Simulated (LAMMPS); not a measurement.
Melts of Cu (fcc) cooled to 300 K at several rates.

Model: classical MD, pair style meam, file library.meam (library.meam-Cu), run in LAMMPS.

```csv
cooling rate (K/s),energy above the crystal,state,density,coordination number,rough cost
3e+12,0.100 eV/atom,glass,8.65 g/cm³ (one sample),10.2 (counted to 2.90 Å),30 core-minutes
1e+13,0.101 eV/atom,glass,8.65 g/cm³ (one sample),10.3 (counted to 2.90 Å),15 core-minutes
1e+14,0.115 eV/atom,glass,8.59 g/cm³ (one sample),10.1 (counted to 2.90 Å),8 core-minutes
```

Costs are rough and include melting and analysis.

Caution: the potential MEAM library.meam-Cu is a first-neighbour MEAM set with a 4 Å cutoff, used here without a parameter file and away from the static properties it was fitted to.
